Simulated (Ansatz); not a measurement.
Ag: x(Rh) = 0.75, 4 atoms, I4/mmm

Consider Ag in the fcc (Cu type) structure (space group Fm-3m, No. 225; a = 4.1486 Å).

The other end (x = 1) is Rh in the fcc (Cu type) structure (space group Fm-3m, No. 225): 14.05 Å³/atom, gap zero.

It is then changed as follows: Rh replaces 75.0 % of the Ag, ordered in a cell of 4 atoms (starting symmetry I4/mmm) and fully relaxed.

Level of theory: PBE (Ansatz, a quantum-chemistry and plane-wave program, PAW, no spin-orbit coupling). Γ-centred 17×17×17 mesh, Fermi–Dirac width 0.05 eV, for the changed cell.

```csv
quantity,base,changed,shift
volume per atom,17.85 Å³,14.85 Å³,-3.00 Å³
band gap,zero,zero,–
mixing energy (to 0.01 eV only: unlike meshes or grids),–,+0.23 eV/atom,–
deviation of the volume from the linear (Vegard-type) interpolation,–,-1.0 %,–
```

Each cell is one ordered arrangement of few atoms, which overstates ordering effects compared with a random alloy. Whether these cells are dynamically stable was not tested. All final runs are without spin polarisation. AgRh3 has a high density of states at the Fermi level and may be magnetic at this level.
